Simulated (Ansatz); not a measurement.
Partial pair distribution functions of a relaxed model of amorphous Ti$_{20}$O$_{38}$, broadened by 0.06 Å; density 3.31 g/cm³. Method: PBE, scalar-relativistic without spin-orbit coupling (plane waves to 420 eV, PAW; Ansatz, a program for electronic structure). The usual formal charges leave 4 electrons over, so the level spacing at the Fermi energy parts defect or band states and needn't be the band gap. In the spin-polarised cell the level spacing at the Fermi energy can part levels of unlike spin.

It comes from a melt-quench run on a machine-learned potential (CHGNet), relaxed afterwards by DFT. O atoms were pushed apart under 1.9 Å during the dynamics, to hinder bonds among them. The hot cell started wider than the set density and was brought back towards it in steps. It is the lowest in DFT energy of 2 quenches. It is a model cell: composition and starting density were chosen by hand, and all elements were melted together. No dispersion term was used. Its density started from a set value of 3.25 and ended at 3.31 g/cm³. The simulated quench (nominally 480 K/ps over its main leg) is rapid and tends to freeze in more defects than a deposited or slowly cooled glass has. Values belong to this one cell and scatter from quench to quench. Volume and shape were free in the relaxation. On a 2×2×2 Γ-centred mesh force components of up to 0.21 eV/Å stay, since the relaxation ran on the zone centre alone.

```json
[
 {"r (Å)": "1.55", "g Ti-O": "0.01", "g Ti-Ti": "0.00", "g O-O": "0.00"},
 {"r (Å)": "1.65", "g Ti-O": "0.29", "g Ti-Ti": "0.00", "g O-O": "0.00"},
 {"r (Å)": "1.75", "g Ti-O": "3.27", "g Ti-Ti": "0.00", "g O-O": "0.00"},
 {"r (Å)": "1.85", "g Ti-O": "7.49", "g Ti-Ti": "0.00", "g O-O": "0.00"},
 {"r (Å)": "1.95", "g Ti-O": "5.55", "g Ti-Ti": "0.00", "g O-O": "0.00"},
 {"r (Å)": "2.05", "g Ti-O": "2.98", "g Ti-Ti": "0.00", "g O-O": "0.00"},
 {"r (Å)": "2.15", "g Ti-O": "1.22", "g Ti-Ti": "0.00", "g O-O": "0.00"},
 {"r (Å)": "2.25", "g Ti-O": "0.60", "g Ti-Ti": "0.00", "g O-O": "0.06"},
 {"r (Å)": "2.35", "g Ti-O": "0.25", "g Ti-Ti": "0.00", "g O-O": "0.27"},
 {"r (Å)": "2.45", "g Ti-O": "0.07", "g Ti-Ti": "0.00", "g O-O": "0.49"},
 {"r (Å)": "2.55", "g Ti-O": "0.00", "g Ti-Ti": "0.00", "g O-O": "1.02"},
 {"r (Å)": "2.65", "g Ti-O": "0.00", "g Ti-Ti": "0.00", "g O-O": "1.65"},
 {"r (Å)": "2.75", "g Ti-O": "0.00", "g Ti-Ti": "0.12", "g O-O": "2.30"},
 {"r (Å)": "2.85", "g Ti-O": "0.01", "g Ti-Ti": "1.27", "g O-O": "2.72"},
 {"r (Å)": "2.95", "g Ti-O": "0.12", "g Ti-Ti": "2.01", "g O-O": "2.80"},
 {"r (Å)": "3.05", "g Ti-O": "0.34", "g Ti-Ti": "0.90", "g O-O": "2.22"},
 {"r (Å)": "3.15", "g Ti-O": "0.47", "g Ti-Ti": "0.86", "g O-O": "1.82"},
 {"r (Å)": "3.25", "g Ti-O": "0.43", "g Ti-Ti": "1.58", "g O-O": "1.05"},
 {"r (Å)": "3.35", "g Ti-O": "0.54", "g Ti-Ti": "3.08", "g O-O": "0.84"},
 {"r (Å)": "3.45", "g Ti-O": "0.66", "g Ti-Ti": "2.27", "g O-O": "0.71"},
 {"r (Å)": "3.55", "g Ti-O": "0.98", "g Ti-Ti": "2.66", "g O-O": "0.79"},
 {"r (Å)": "3.65", "g Ti-O": "1.16", "g Ti-Ti": "1.67", "g O-O": "1.05"},
 {"r (Å)": "3.75", "g Ti-O": "0.96", "g Ti-Ti": "1.00", "g O-O": "0.82"},
 {"r (Å)": "3.85", "g Ti-O": "0.88", "g Ti-Ti": "0.56", "g O-O": "0.64"},
 {"r (Å)": "3.95", "g Ti-O": "1.39", "g Ti-Ti": "0.36", "g O-O": "0.58"},
 {"r (Å)": "4.05", "g Ti-O": "1.67", "g Ti-Ti": "0.49", "g O-O": "0.61"},
 {"r (Å)": "4.15", "g Ti-O": "1.31", "g Ti-Ti": "0.38", "g O-O": "0.69"},
 {"r (Å)": "4.25", "g Ti-O": "1.39", "g Ti-Ti": "0.60", "g O-O": "0.50"},
 {"r (Å)": "4.35", "g Ti-O": "1.49", "g Ti-Ti": "0.65", "g O-O": "0.49"},
 {"r (Å)": "4.45", "g Ti-O": "1.62", "g Ti-Ti": "0.82", "g O-O": "0.64"},
 {"r (Å)": "4.55", "g Ti-O": "1.56", "g Ti-Ti": "0.61", "g O-O": "0.53"}
]
```

Within 2.50 Å each Ti has 4.90 O neighbours on average.
